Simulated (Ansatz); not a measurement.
## Hypothetical cubic perovskite RbGeF3, response to strain

Consider RbGeF$_{3}$ in the cubic perovskite structure (space group Pm-3m, No. 221; a = 4.491 Å; a hypothetical phase, not in the database extracts checked). Axes: x, y, z lie along the cube axes.

Strains are applied to the cell and any free atomic positions relax.

Method: plane-wave PAW DFT at the PBE level (Ansatz, an electronic-structure program, 420 eV), spin-orbit coupling left out.

Candidates:
(a) tensor shear ε_yz = +0.50 %
(b) uniaxial strain ε_xx = −2.99 %
(c) uniaxial strain ε_zz = +3.58 %

Notes on the quantities. energy relative to the base: free energy F.

Order them by energy relative to the base, highest first.

(c) uniaxial strain ε_zz = +3.58 % (+5.7 meV/atom), (b) uniaxial strain ε_xx = −2.99 % (+5.0 meV/atom), (a) tensor shear ε_yz = +0.50 % (+0.1 meV/atom)

Whether these cells are dynamically stable was not tested. Many cubic perovskites are stable only at high temperature; tilts and polar distortions were not tested.
